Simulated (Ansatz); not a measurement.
Ansatz (a program for electronic structure) run on ZrAu (P4mm, 2 atoms in the cell): self-consistent single point.

Level of theory: PBEsol, default PAW files made with PBE (plane waves; Ansatz).

```xyz
2
Lattice="3.1562 0.0000 0.0000 0.0000 3.1562 0.0000 0.0000 0.0000 3.9058" Properties=species:S:1:pos:R:3 pbc="T T T"
Zr     0.0000     0.0000     0.0500
Au     1.5781     1.5781     1.9529
```

Reference input (self-consistent single point, DFT, PBEsol, plane waves, default PAW files made with PBE): basis.ecutwfc = 30.9 Ry; kpoints.mp_grid.grid = 10 10 9; hamiltonian.xc = pbesol; hamiltonian.pseudopotentials = {kind: paw} (the program's default PAW files); scf.occupations.method = gaussian; scf.occupations.width = 0.0073 Ry. This run's input differs from it in these lines:

Ansatz 0.2 input:
```diff
@@ -12,3 +12,3 @@
   mp_grid:
-    grid: [10, 10, 9]
+    grid: [16, 16, 15]
 hamiltonian:
@@ -19,4 +19,4 @@
   occupations:
-    method: gaussian
-    width: 0.0073 Ry
+    method: methfessel_paxton
+    width: 0.0367 Ry
 output:
```

The program printed (abridged):

```
SCF iter   1: F=—  HF=-17136.788101 eV  |F-HF|=—  |Δ(HF+E_count)|=         —  Δρ=5.54e-3  dr2=1.12e-2  ethr=1.77e-3  ⟨swp⟩=4.4  Hψ=27418  notcnv=0
all-band conjugate gradients solve this SCF's bands
preconditioner: auto → Kerker (q_TF=auto, 2.627 Å⁻¹)
SCF iter   2: F=—  HF=-17136.786429 eV  |F-HF|=—  |Δ(HF+E_count)|=   1.67e-3  S|Δr|=    0.00e0  Δρ=2.33e-3  dr2=1.11e-3  ethr=3.62e-5  ⟨swp⟩=2.2  Hψ=13098  notcnv=0
SCF iter   3: F=—  HF=-17136.786235 eV  |F-HF|=—  |Δ(HF+E_count)|=   1.95e-4  S|Δr|=    0.00e0  Δρ=9.16e-4  dr2=1.85e-4  ethr=3.58e-6  ⟨swp⟩=2.0  Hψ=9423  notcnv=0
SCF iter   4: F=—  HF=-17136.786213 eV  |F-HF|=—  |Δ(HF+E_count)|=   2.20e-5  S|Δr|=    0.00e0  Δρ=1.25e-4  dr2=7.78e-6  ethr=5.97e-7  ⟨swp⟩=2.4  Hψ=11304  notcnv=0
SCF iter   5: F=—  HF=-17136.786212 eV  |F-HF|=—  |Δ(HF+E_count)|=   8.57e-7  S|Δr|=    0.00e0  Δρ=3.09e-5  dr2=4.42e-7  ethr=2.51e-8  ⟨swp⟩=2.0  Hψ=10135  notcnv=0
SCF iter   6: F=-17136.786212 eV  HF=-17136.786212 eV  |F-HF|=6.62e-9  |Δ(HF+E_count)|=   7.26e-8  S|Δr|=    0.00e0  Δρ=5.18e-6  dr2=1.26e-8  ethr=3.23e-10  ⟨swp⟩=4.6  Hψ=27249  notcnv=0
SCF 1 converged in 6 iterations: F = -17136.786212 eV  dr2 = 1.26e-8
Stability not checked (fill_not_monotonic)
Free energy (F): -17136.786212 eV
Internal energy: -17136.769277 eV  (E = F + TS)
E sigma→0 (E₀):  -17136.781978 eV
Entropy (-TS):   -0.016935 eV (-8.467 meV/atom)
Fermi energy:    17.603035 eV
--- Forces (eV/Å), atoms counted from 1 ---
  atom   1  Zr    -0.00000000     0.00000000    -0.22386932
  atom   2  Au     0.00000000     0.00000000     0.22386452
--- Stress (GPa, compression-positive) ---
       -3.234069       0.000000      -0.000000
        0.000000      -3.234069       0.000000
       -0.000000       0.000000      -1.013484
  P = ⅓ Tr σ = -2.4939 GPa (-24.939 kbar)
  The stress holds the Pulay correction. Without it, at fixed plane waves, as pw.x and ABINIT print it: P = -2.5292 GPa
```

The run converged in 6 iterations. Against the reference run the free energy rises by 3.7 meV/atom, the pressure stays near -2.49 GPa while the zz stress (positive for compression) goes from -2.00 to -1.01 GPa and the largest force goes from 0.240 to 0.224 eV/Å.

The starting cell comes from a database of computed structures (which also holds hypothetical and non-ambient phases and stackings), without a prior relaxation at this level. Its lattice was rescaled by up to half a per cent. One atom was moved a little off its site on purpose. Ansatz's pressure includes its estimate of the finite-basis (Pulay) stress.
